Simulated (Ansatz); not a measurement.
A computed series for SiO2: pressure series

Start from SiO$_{2}$ in the rutile structure (space group P4_2/mnm, No. 136; a = 4.155 Å, c = 2.661 Å).

Cell and atoms are relaxed at each pressure.

Level of theory: LDA/PAW in Ansatz (an electronic-structure program), without spin-orbit coupling.

```json
[
 {"pressure (GPa)": "-2", "band gap (eV)": "5.70"},
 {"pressure (GPa)": "-1", "band gap (eV)": "5.76"},
 {"pressure (GPa)": "0", "band gap (eV)": "5.81"},
 {"pressure (GPa)": "0.9", "band gap (eV)": "?"},
 {"pressure (GPa)": "2.1", "band gap (eV)": "5.92"},
 {"pressure (GPa)": "4.5", "band gap (eV)": "6.04"},
 {"pressure (GPa)": "9", "band gap (eV)": "6.26"},
 {"pressure (GPa)": "15", "band gap (eV)": "6.53"}
]
```

Problem. Fit E_g = E₀ + αP + βP² to the rows shown and predict the withheld row.

Solution. Least squares on the printed values gives E₀ = 5.81 eV, α = 52.9 meV/GPa, β = -0.33 meV/GPa² (largest residual 0.00 eV); this predicts 5.86 eV, and the run gives 5.86 eV, in agreement.

Load acts through the strain it causes; cell and atoms are relaxed under it. No phonon test of stability was made. No other phases were tried under pressure.
